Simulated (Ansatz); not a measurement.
**CaS, response to strain**

The parent structure is CaS in the rock salt structure (space group Fm-3m, No. 225).

```cif
data_CaS
_chemical_formula_sum 'Ca1 S1'
_space_group_name_H-M_alt 'P 1'
_space_group_IT_number 1
_cell_length_a 4.03901
_cell_length_b 4.03901
_cell_length_c 4.03901
_cell_angle_alpha 60.000
_cell_angle_beta 60.000
_cell_angle_gamma 60.000
loop_
_space_group_symop_operation_xyz
  'x, y, z'
loop_
_atom_site_label
_atom_site_type_symbol
_atom_site_fract_x
_atom_site_fract_y
_atom_site_fract_z
_atom_site_occupancy
Ca1 Ca 0.00000 0.00000 0.00000 1
S1 S 0.50000 0.50000 0.50000 1
```

Strains are applied to the cell and any free atomic positions relax.

Calculations: DFT with PBE, PAW potentials and a 420 eV plane-wave cutoff in Ansatz (a quantum-chemistry and plane-wave program), scalar-relativistic without spin-orbit coupling.

Candidates:
(a) isotropic strain −0.50 %
(b) isotropic strain +1.00 %
(c) isotropic strain +1.50 %
(d) isotropic strain +3.00 %
(e) isotropic strain −3.00 %

Base values:

| Item | Result |
|---|---|
| Band gap | 2.38 eV |

### Question
Order them by band gap, lowest first.

### Answer
(e) isotropic strain −3.00 % (2.15 eV), (a) isotropic strain −0.50 % (2.35 eV), (b) isotropic strain +1.00 % (2.44 eV), (c) isotropic strain +1.50 % (2.47 eV), (d) isotropic strain +3.00 % (2.55 eV)

No phonon test of stability was made.
